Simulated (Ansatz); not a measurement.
The reference is Zr in the hcp (Mg type) structure (space group P6_3/mmc, No. 194; a = 3.230 Å, c = 5.179 Å; relaxed with 0.1 eV smearing).

Now apply this change: an isotropic linear strain of −0.35 %; the atoms relax in the strained cell.

Levels (all Ansatz, a program for electronic structure, PAW): PBE (420 eV, no spin-orbit coupling); r2SCAN (500 eV, scalar-relativistic without spin-orbit coupling).

The geometry is relaxed with PBE.

```
Item            Value
------------  -------
PBE pressure  1.0 GPa
```

With r2SCAN at the same geometry, the pressure rises by 0.45 GPa to 1.4 GPa.

Single points use the geometry relaxed with PBE. Their cutoffs differ, which shifts pressures a little. Stability against distortions was not tested. All final runs are without spin polarisation.
